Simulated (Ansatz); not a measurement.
## PBE against r2SCAN: AlRu, isotropic strain +3.58 %

The parent structure is AlRu in the CsCl type structure (space group Pm-3m, No. 221; a = 3.005 Å; relaxed with 0.1 eV smearing).

(Cell as relaxed with PBE.)

Levels (all Ansatz, a quantum-chemistry and plane-wave program, PAW, earlier PAW set): PBE (420 eV, no SOC); r2SCAN (500 eV, no SOC).

Each level relaxes its own structure.

| base | PBE | r2SCAN |
|---|---|---|
| volume per atom | 13.56 Å³ | 13.27 Å³ |
| lattice parameter a | 5.678 bohr | 5.637 bohr |
| band gap | zero | zero |

Perturbation: an isotropic linear strain of +3.58 %, atoms relaxed at fixed cell.

```tsv
quantity	PBE	r2SCAN
pressure	-16.9 GPa	…
energy relative to the base (free energy F)	+88 meV/atom	…
```

Q: Predict the r2SCAN column.

A: 
- pressure, r2SCAN: -18.5 GPa
- energy relative to the base (free energy F), r2SCAN: +94 meV/atom

PBE's pressure lies 1.54 GPa above r2SCAN's; PBE's energy relative to the base lies 5.9 meV/atom below r2SCAN's. Neither level is exact; r2SCAN is the comparison here, not a measurement.

No phonon test of stability was made. The final runs are not spin-polarised.
